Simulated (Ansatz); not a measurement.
# A self-consistent single point of AgI (P6_3mc, 4 atoms in the cell) with Ansatz

Method of the run: PBE (plane waves, PAW; Ansatz, a first-principles code).

Input as run:

Ansatz 0.2 input:
```yaml
# AgI
crystal:
  lattice:
    - [2.288115, -3.963131, 0.000000]
    - [2.288115, 3.963131, 0.000000]
    - [0.000000, 0.000000, 7.487470]
  atoms:
    - { symbol: Ag, position: [0.666667, 0.333333, 0.500000] }
    - { symbol: Ag, position: [0.333333, 0.666667, 0.000000] }
    - { symbol: I, position: [0.666667, 0.333333, 0.875000] }
    - { symbol: I, position: [0.333333, 0.666667, 0.375000] }
basis:
  ecutwfc: 30.9 Ry
kpoints:
  mp_grid: { grid: [6, 6, 4] }
hamiltonian:
  xc: pbe
  pseudopotentials: { kind: paw }
scf:
  occupations: { method: fermi_dirac, width: 0.0007 Ry }
output:
  forces: true
  eigenvalues: true
  stress: true
```

Output (repeated stretches shortened):

```
WARN the atoms were moved onto the symmetric positions of the space group found under crystal.symmetry.tolerance 1.0e-5 (fractional …
WARN ansatz: RAYON_NUM_THREADS=1 ignored (pool sized by the plan → 1); use --threads N
Pseudopotentials: kind: paw
Pseudopotential: Ag, paw, valence charge 19
Pseudopotential: I, paw, valence charge 17
Crystal: 4 atoms, lattice volume = 135.794 Å³
Basis set: ecut = 420.4159175005146 eV, 2671 PW (Γ), exchange–correlation on 64×64×108 points (8 copies of the dense FFT grid, shifted against one another)
Bands: 44, of which v1, the nominal top of the filled ones, is band 36 counted from 1 (35 counted from 0)
Symmetry: 12 space group operations
Space group: P63mc (ITA 186), of the structure as read, at distance tolerance 5.1e-5 Å
k-points: 21 of 144 (time reversal used)
Initial density: superposition of atomic densities (neutral atoms: chi_scale 0, normalization atom), corrected by the library's trained network
Initial wavefunctions: pseudopotential atomic-orbital guess
Eigensolver: davidson
Functional: x = pbe(κ = 0.804, μ = 0.2195149727645171), c = pbe(β = 0.06672455060314922)
SCF iter   1: F=—  HF=-30207.946828 eV  |F-HF|=—  |Δ(HF+E_count)|=         —  Δρ=9.42e-4  dr2=2.05e-3  ethr=1.77e-3  ⟨swp⟩=8.1  Hψ=4069  notcnv=0
all-band conjugate gradients solve this SCF's bands
preconditioner: auto → Resta (q_TF=auto, 2.455 Å⁻¹)
SCF iter   2: F=—  HF=-30207.947596 eV  |F-HF|=—  |Δ(HF+E_count)|=   7.68e-4  Δρ=6.23e-4  dr2=8.33e-4  ethr=2.84e-6  ⟨swp⟩=3.0  Hψ=1923  notcnv=0  defer=63
SCF iter   3: F=—  HF=-30207.947622 eV  |F-HF|=—  |Δ(HF+E_count)|=   2.61e-5  Δρ=3.24e-4  dr2=1.55e-4  ethr=1.16e-6  ⟨swp⟩=2.0  Hψ=1337  notcnv=0  defer=63
SCF iter   4: F=—  HF=-30207.947650 eV  |F-HF|=—  |Δ(HF+E_count)|=   2.85e-5  Δρ=1.08e-4  dr2=1.60e-5  ethr=2.16e-7  ⟨swp⟩=2.0  Hψ=1312  notcnv=0  defer=63
SCF iter   5: F=—  HF=-30207.947688 eV  |F-HF|=—  |Δ(HF+E_count)|=   3.78e-5  Δρ=4.08e-5  dr2=3.60e-6  ethr=2.23e-8  ⟨swp⟩=2.0  Hψ=1195  notcnv=0  defer=63
SCF iter   6: F=—  HF=-30207.947695 eV  |F-HF|=—  |Δ(HF+E_count)|=   6.90e-6  Δρ=1.15e-5  dr2=2.34e-7  ethr=5.00e-9  ⟨swp⟩=2.0  Hψ=1239  notcnv=0  defer=63
SCF iter   7: F=-30207.947696 eV  HF=-30207.947696 eV  |F-HF|=2.50e-8  |Δ(HF+E_count)|=   3.44e-7  Δρ=6.25e-6  dr2=6.21e-8  ethr=1.39e-10  ⟨swp⟩=11.1  Hψ=4230  notcnv=0
SCF 1 converged in 7 iterations: F = -30207.947696 eV  dr2 = 6.21e-8
SCF converged after 7 iterations
Free energy (F): -30207.947696 eV
Harris-Foulkes:  -30207.947696 eV  (|F-HF|=2.50e-8)
Internal energy: -30207.947696 eV  (E = F + TS)
E sigma→0 (E₀):  -30207.947696 eV
Fermi energy:    7.626576 eV
--- Per-component energies (eV) ---
  E_band       = -1552.675436
  E_kinetic    = 1434.517045
  E_local      = -11004.320849  (includes V_loc(G=0)·N_el)
  E_nonlocal   = -16.199966
  E_hartree    = 5210.878833
  E_xc         = -623.488085
  E_vxc        = -723.759028  (∫ρ·V_xc dr)
  E_paw        = -17442.078211  (= ΣΔE_a)
  E_vpaw       = -1664.694395  (= ΣTr[D̂ρ^β])
  E_aug_tail   = 0.000584  (compensation charges beyond the density's cutoff)
  E_ewald      = -7767.257047
  E_smearing   = -0.000000  (= −TS)
  E_closure    = -0.000000  (closes the sum)
  Σ components = -30207.947696   (vs F -30207.947696, Δ=0.00e0)
--- Forces (eV/Å), atoms counted from 1 ---
  atom   1  Ag     0.00000000     0.00000000     0.01014221
  atom   2  Ag    -0.00000000    -0.00000000     0.01014221
  atom   3  I      0.00000000     0.00000000    -0.01012849
  atom   4  I     -0.00000000    -0.00000000    -0.01012849
  max |Σ_I F_I| component: 2.75e-5 eV/Å
--- Stress (GPa, compression-positive) ---
        2.205067       0.000000      -0.000000
        0.000000       2.205067       0.000000
        0.000000       0.000000       2.174490
  P = ⅓ Tr σ = 2.1949 GPa (21.949 kbar)
  The stress holds the Pulay correction. Without it, at fixed plane waves, as pw.x and ABINIT print it: P = 2.1621 GPa
--- Band table (eV; the first three rows and the last of 21) ---
  k-point 0: bands = ["-83.6546", "-83.6546", "-47.1716", "-47.1716", "-47.1716", "-47.1716", "-47.1715", "-47.1713", "-37.9137", "-37.9135", "-37.9126", "-37.9126", "-37.9125", "-37.9125", "-37.9094", "-37.9094", "-37.9093", "-37.9093", "-5.9233", [...]
  k-point 1: bands = ["-83.6546", "-83.6546", "-47.1716", "-47.1716", "-47.1716", "-47.1716", "-47.1714", "-47.1713", "-37.9137", "-37.9135", "-37.9126", "-37.9126", "-37.9125", "-37.9125", "-37.9094", "-37.9094", "-37.9093", "-37.9093", "-5.8811", [...]
  k-point 2: bands = ["-83.6546", "-83.6546", "-47.1716", "-47.1716", "-47.1716", "-47.1716", "-47.1714", "-47.1714", "-37.9136", "-37.9136", "-37.9126", "-37.9126", "-37.9126", "-37.9126", "-37.9093", "-37.9093", "-37.9093", "-37.9093", "-5.7769", [...]
  k-point 20: bands = ["-83.6546", "-83.6546", "-47.1717", "-47.1717", "-47.1717", "-47.1717", "-47.1714", "-47.1714", "-37.9135", "-37.9135", "-37.9127", "-37.9127", "-37.9126", "-37.9126", "-37.9093", "-37.9093", "-37.9093", "-37.9093", "-5.5471", [...]
```

The run converged in 7 iterations.

The starting cell has typed, rounded lattice constants, without a prior relaxation at this level. Its lattice was rescaled by up to half a per cent. Spin-orbit coupling is off. Ansatz's pressure includes its estimate of the finite-basis (Pulay) stress.
